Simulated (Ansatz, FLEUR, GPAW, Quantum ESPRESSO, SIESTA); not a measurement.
## One structure in several programs: CoSi (P2_13, 8 atoms in the cell)

Self-consistent single point, at a second geometry (lattice scaled by 0.98). First geometry:

```
CoSi
1.0
    4.44098     0.00000     0.00000
    0.00000     4.44098     0.00000
    0.00000     0.00000     4.44098
Co Si
4 4
Cartesian
  3.79304   2.86843   1.57255
  2.86843   1.57255   3.79304
  1.57255   3.79304   2.86843
  0.64794   0.64794   0.64794
  0.69519   1.52530   2.91568
  1.52530   2.91568   0.69519
  2.91568   0.69519   1.52530
  3.74579   3.74579   3.74579
```

Shared settings, as Ansatz (a program for electronic structure) writes them: kpoints.mp_grid.grid = 9 9 9; scf.occupations.method = gaussian; scf.occupations.width = 0.0073 Ry. Potentials and cutoffs stand in the table.

| code | model | ΔF from the first geometry (meV/atom) | pressure (GPa) | largest force (eV/Å) | cutoff |
|---|---|---|---|---|---|
| GPAW | PBE, GPAW PAW datasets PBE (gpaw-data 1.0.1) | 30.2 | 15.65 | 0.097 | 850 eV |
| FLEUR | PBE, all-electron FLAPW (FLEUR), scalar-relativistic valence | – | – | 0.074 | Kmax 4.2 1/bohr |
| Ansatz | PBE, PAW files | 22.3 | 13.46 | 0.060 | 30.9 Ry |
| Quantum ESPRESSO | PBE, PSlibrary PAW (PBE) pseudopotentials | 23.8 | 13.19 | 0.075 | 50 Ry |
| SIESTA | GGA PBE, numerical atomic orbitals DZP, PseudoDojo PBE standard norm-conserving potentials (rewritten from UPF to PSML) | 19.8 | 13.19 | 0.123 | grid 350 Ry |

For Quantum ESPRESSO (by 0.7 GPa) the energy change implies a higher mean pressure, against the two pressures, than for the other programs: a sign of finite-basis (Pulay) stress.

Size of the force on each atom (eV/Å): Sizes of forces hide their directions.

```csv
code,Co1,Co2,Co3,Co4,Si5,Si6,Si7,Si8
GPAW,0.097,0.097,0.097,0.097,0.051,0.051,0.051,0.051
FLEUR,0.074,0.074,0.074,0.074,0.031,0.031,0.031,0.031
Ansatz,0.060,0.060,0.060,0.060,0.042,0.042,0.042,0.042
Quantum ESPRESSO,0.075,0.075,0.075,0.075,0.050,0.050,0.050,0.050
SIESTA,0.123,0.123,0.123,0.123,0.088,0.088,0.088,0.088
```

A dash marks a value that a program does not give, or that is left out as unsure.

On Ansatz's run: spin polarisation is off.

The spread over the programs that give each value: ΔF from the first geometry within 10.4 meV/atom; pressure within 2.46 GPa; largest force within 0.063 eV/Å.

SIESTA uses small atom-centred bases, whose incompleteness enters pressures, forces and empty levels differently from a plane-wave cutoff. FLEUR treats all electrons, but the usual bases taken here (sphere radii, linearisation, local orbitals, empty states) were not tested for convergence, so the values are no reference for the others. Ansatz's pressure is given at a fixed set of plane waves, as the other plane-wave codes print theirs; with its correction for the finite basis it is 13.56 GPa. In the pressure, GPAW (by 2.18) lies more than 1 GPa from the median of the plane-wave programs.

The starting cell comes from a database of computed structures (which also holds hypothetical and non-ambient phases and stackings), without a prior relaxation at this level. Its lattice was rescaled by a random factor within 2.5 % of one. For this run, on top of that: lattice scaled by 0.98.

Keys are those of Ansatz 0.2.
